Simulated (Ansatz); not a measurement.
Levels about the gap of amorphous Si₂₄O₅₁Ga₂ (77 atoms in a cell of 1148 Å³, 2.36 g/cm³; zone centre alone, so wide bands show as single levels with stretches between that a denser mesh fills), at the geometry that PBE relaxed, where it gives -0.6 GPa on a denser mesh. The participation number counts the atoms over which a state spreads; weights are charges in smoothed Voronoi cells. The levels come from a single point, so bond lengths are those of that geometry. Method of the levels: PBE, scalar-relativistic without spin-orbit coupling (Ansatz, an electronic-structure program). Sampling: the zone centre alone; Fermi-Dirac width 0.02 eV; no spin polarisation. At PBE the levels at the filled edge of the gap are localised (band-tail or defect states).

It comes from a melt-quench run on a machine-learned potential (CHGNet), relaxed afterwards by DFT. O atoms were pushed apart under 1.9 Å during the dynamics, to hinder bonds among them. The hot cell started wider than the set density and was brought back towards it in steps. It is the lowest in DFT energy of 2 quenches. It is a model cell: composition and starting density were chosen by hand, and all elements were melted together. No dispersion term was used. Its density started from a set value of 2.36 and ended at 2.36 g/cm³. The simulated quench (nominally 400 K/ps over its main leg) is rapid and tends to freeze in more defects than a deposited or slowly cooled glass has. Values belong to this one cell and scatter from quench to quench. The volume was held where the preparation left it, at a PBE pressure of -0.6 GPa (tension). Stress components on the final sampling reach 1.5 GPa.

| E - E(highest filled), eV | filling | participation number | largest on | weight O | weight Ga | weight Si |
|---|---|---|---|---|---|---|
| -0.30 | filled | 27.5 | O, 2 neighbours | 0.96 | 0.00 | 0.04 |
| -0.29 | filled | 24.5 | O, 2 neighbours | 0.96 | 0.00 | 0.03 |
| -0.23 | filled | 15.1 | O, 2 neighbours | 0.96 | 0.01 | 0.03 |
| -0.22 | filled | 19.2 | O, 2 neighbours | 0.96 | 0.00 | 0.03 |
| -0.11 | filled | 9.8 | O, 2 neighbours | 0.96 | 0.00 | 0.04 |
| -0.02 | filled | 7.1 | O, 2 neighbours | 0.95 | 0.01 | 0.03 |
| 0.00 | filled | 4.1 | O, 2 neighbours | 0.96 | 0.02 | 0.03 |
| 4.26 | empty | 15.7 | Ga, 4 neighbours | 0.60 | 0.26 | 0.14 |
| 5.58 | empty | 13.1 | Ga, 4 neighbours | 0.56 | 0.32 | 0.12 |
| 5.83 | empty | 23.0 | Ga, 4 neighbours | 0.65 | 0.18 | 0.17 |
| 6.34 | empty | 20.2 | Ga, 4 neighbours | 0.57 | 0.22 | 0.20 |

Most localised among these is the filled level at +0.00 eV, on a O atom, which has 2 neighbours (Si 1.63 Å, Ga 1.84 Å).
